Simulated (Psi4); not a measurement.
Psi4 1.11, PBE/def2-svp: Ti(Cl)2(OMe)2 (C[O][Ti]([Cl])([Cl])[O]C), 13 atoms. The geometry is a generated start, not checked to be a minimum at this level.

- task: energy
- method: pbe
- basis: def2-svp
- memory: 3 GB
- maxiter: 100
- keys of the molecule block: symmetry c1
- scf_type: df (default)
- guess: auto, which took SAD (default)
- scf_initial_accelerator: adiis (default)
- e_convergence: 1e-06 (default)
- d_convergence: 1e-06 (default)
- dft_radial_points: 75 (default)
- dft_spherical_points: 302 (default)
- basis functions: 153
- grid points: 279464

```xyz
13

Ti     0.5262     0.6501     0.8932
Cl     2.4061     1.6478     1.1718
Cl    -0.5056     0.9032     2.7593
O      0.7921    -0.9843     0.6893
C      0.7469    -2.3081     0.2792
H      0.7434    -2.3617    -0.8197
H      1.6248    -2.8461     0.6620
H     -0.1634    -2.7859     0.6692
O     -0.3527     1.4688    -0.2703
C     -1.2689     1.6224    -1.3008
H     -1.8639     2.5307    -1.1365
H     -0.7422     1.7116    -2.2622
H     -1.9428     0.7514    -1.3345
```

Charge 0 and multiplicity 1 are set for this test and not shown to be the ground state.

One run each on 2 threads. Values of diis_max_vecs tried: 3, 6, 10 (default), 20.

Question: How does the count of SCF iterations change with diis_max_vecs, and where is it least?

Answer: Fewest SCF iterations, within one of each other: 6 with 11, 10 (default) with 11, 20 with 11. The run ends without SCF convergence in 100 iterations at 3.

```
diis_max_vecs  SCF iterations             end
-------------  --------------  --------------
3                         100  no convergence
6                          11   same solution
10 (default)               11   same solution
20                         11   same solution
```
